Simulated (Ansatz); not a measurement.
Consider the following.

```
Ge
1.0
    0.00000     2.86731     2.86731
    2.86731     0.00000     2.86731
    2.86731     2.86731     0.00000
Ge
2
Direct
  0.00000   0.00000   0.00000
  0.25000   0.25000   0.25000
```

No spin polarisation.

Calculations: LDA (Ansatz, an electronic-structure program), no spin-orbit coupling. Settings: 14×14×14 k-points, 0.05 eV Fermi–Dirac smearing.

Q: Predict the space group, band gap and pressure.

A: The space group is Fd-3m (No. 227), the band gap is zero and the pressure comes out as -3.7 GPa.

The cells carry an imposed strain or load. Whether these cells are dynamically stable was not tested. The cell was made from Ge in the diamond structure (space group Fd-3m, No. 227) by this change: isotropic strain +2.00 %. A zero or small gap of Ge can be the functional's error rather than a property of the material.
